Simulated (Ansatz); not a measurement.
## AlPd (space group P2_13, No. 198; a cell from a computed database, its experimental status unchecked)

```xyz
8
Lattice="4.8505 0.0000 0.0000 0.0000 4.8505 0.0000 0.0000 0.0000 4.8505" Properties=species:S:1:pos:R:3 pbc="T T T"
Al     4.0955     4.0955     4.0955
Al     3.1803     0.7550     1.6702
Al     1.6702     3.1803     0.7550
Al     0.7550     1.6702     3.1803
Pd     0.7153     0.7153     0.7153
Pd     1.7100     4.1352     3.1405
Pd     3.1405     1.7100     4.1352
Pd     4.1352     3.1405     1.7100
```

Level of theory: PBEsol/PAW in Ansatz (an electronic-structure program), no SOC. Settings: 10×10×10 k-points, 0.05 eV Fermi–Dirac smearing.

| Property | Value |
|---|---|
| Volume per atom | 14.26 Å³ |
| Density | 7.76 g/cm³ |
| Band gap | zero |
| Total energy | -3716.532 eV/atom (σ→0; compares only within this code and set-up) |

Whether these cells are dynamically stable was not tested. All final runs are without spin polarisation.
